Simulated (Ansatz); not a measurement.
The starting structures come from a database of crystals and need not be the phases stable at ambient conditions.

Inside the gap of an insulator the Bloch states are evanescent, with a wavenumber k + iκ along the transport direction.

Data:

```yaml
crystal:
  lattice:
    - [9.23090, 0.00000, 0.00000]
    - [-1.30972, 9.13751, 0.00000]
    - [2.20382, 2.54223, 3.00392]
  atoms:
    - { symbol: La, position: [0.33333, 0.66667, 0.75000] }
    - { symbol: La, position: [0.66667, 0.33333, 0.25000] }
    - { symbol: Br, position: [0.38655, 0.29980, 0.06365] }
    - { symbol: Br, position: [0.61345, 0.70020, 0.93635] }
    - { symbol: Br, position: [0.08675, 0.38655, 0.77670] }
    - { symbol: Br, position: [0.91325, 0.61345, 0.22330] }
    - { symbol: Br, position: [0.70020, 0.08675, 0.96305] }
    - { symbol: Br, position: [0.29980, 0.91325, 0.03695] }
```

Space group of this cell: P6_3/m. The cell is taken as given.

Transport runs along the normal of the first two printed cell vectors, the (111) plane of the conventional cell.

No gap correction and no spin-orbit coupling; mid-gap values are interpolated between computed energies.

Problem. State the band gap and the smallest decay constant κ at mid-gap according to r2SCAN (Ansatz, a program for electronic structure).

Solution. Gap 3.55 eV on a 10×10×10 mesh; κ = 0.305 1/Å, at the zone centre.
